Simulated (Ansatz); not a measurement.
The starting structures come from a database of crystals and need not be the phases stable at ambient conditions.

Input:

```
K2Pt
1.0
    5.34780     0.00000     0.00000
    0.00000     7.56293     0.00000
    2.67390     3.78146     2.67390
K Pt
2 1
Direct
  0.50000   0.75000   0.00000
  0.50000   0.25000   0.00000
  0.00000   0.00000   0.00000
```

Space group of this cell: Fm-3m. The cell is taken as given.

Transport runs along the normal of the first two printed cell vectors, the (110) plane of the conventional cell.

No gap correction and no spin-orbit coupling; mid-gap values are interpolated between computed energies.

Problem. State the band gap and the smallest decay constant κ at mid-gap according to r2SCAN (Ansatz, an electronic-structure program).

Solution. Gap 1.56 eV on a 12×12×12 mesh; κ = 0.243 1/Å, at (0.000, 0.500) of the in-plane reciprocal vectors. At the zone centre, at the nearest computed energy, the slowest state has κ = 0.33 1/Å.
